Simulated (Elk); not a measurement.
A self-consistent single point of Pt (Fm-3m, 1 atom in the cell) with Elk.

Method of the run: PBEsol, all-electron FP-LAPW, Elk's shipped species files, LAPW+lo basis (Elk).

```
Pt
1.0
    0.00000     1.95412     1.95412
    1.95412     0.00000     1.95412
    1.95412     1.95412     0.00000
Pt
1
Direct
  0.00000   0.00000   0.00000
```

Reference input (self-consistent single point, DFT, PBEsol, all-electron FP-LAPW, Elk's shipped species files, LAPW+lo basis): xctype = 22; rgkmax = 8; stype = 3; swidth = 0.00367493 Ha; ngridk = 8 8 8; gmaxvr = 14 1/bohr; nxoapwlo = 1; rmtscf = 0.88. This run's input differs from it in these lines:

```diff
@@ -22,3 +22,3 @@
 swidth
-  0.00367493
+  0.00734986
 
@@ -39,3 +39,3 @@
 ngridk
-  8 8 8
+  13 13 13
```

Log, with long lists cut:

```
│ Self-consistent loop started │
│ Loop number : 1 │
 total energy                :     -18439.0501392
│ Loop number : 2 │
 total energy                :     -18439.4135220
RMS change in Kohn-Sham potential (target) :   0.2183445286     (  0.1000000000E-05)
Absolute change in total energy (target)   :   0.3633827985     (  0.1000000000E-03)
│ Loop number : 3 │
 total energy                :     -18440.3353379
RMS change in Kohn-Sham potential (target) :   0.1973576300     (  0.1000000000E-05)
Absolute change in total energy (target)   :    1.012661550     (  0.1000000000E-03)
│ Loop number : 4 │
   [... lines left out ...]
Absolute change in total energy (target)   :   0.1367557925E-03 (  0.1000000000E-03)
│ Loop number : 13 │
 total energy                :     -18441.6316881
RMS change in Kohn-Sham potential (target) :   0.2461288315E-05 (  0.1000000000E-05)
Absolute change in total energy (target)   :   0.8966550376E-04 (  0.1000000000E-03)
│ Loop number : 14 │
 total energy                :     -18441.6317510
RMS change in Kohn-Sham potential (target) :   0.2850293817E-06 (  0.1000000000E-05)
Absolute change in total energy (target)   :   0.8537480608E-04 (  0.1000000000E-03)
Convergence targets achieved

│ Loop number : 15 │

Energies :
 Fermi                       :     0.470464429776
 total energy                :     -18441.6317586

Density of states at Fermi energy :    39.15909078
 (states/Hartree/unit cell)

Estimated indirect band gap :   0.1916319544E-03
 from k-point     52 to k-point     34
Estimated direct band gap   :   0.1489301530E-01
 at k-point     48

Charges :
 core                        :    48.00000000
 valence                     :    30.00000000
 interstitial                :    1.593163671
 muffin-tins (core leakage)
  species :    1 (Pt)
   atom    1                 :    76.40683633     (  0.9047618122E-03)
 total in muffin-tins        :    76.40683633
 total calculated charge     :    77.99472623
 total charge                :    78.00000000
 error                       :   0.5273774981E-02

│ Self-consistent loop stopped │
```

The run converged in 15 iterations. The count includes the last loop, which Elk runs after its targets are met. Against the reference run the free energy drops by 78.2 meV/atom.

The starting cell has typed, rounded lattice constants, without a prior relaxation at this level. Its lattice was rescaled by up to half a per cent. Spin-orbit coupling is off. Spin polarisation is off. Values depend on the basis (sphere radii, cutoffs, local orbitals), which need not be converged. The log's line on a gap gives a spacing of levels on this mesh, which the program prints for metals too.
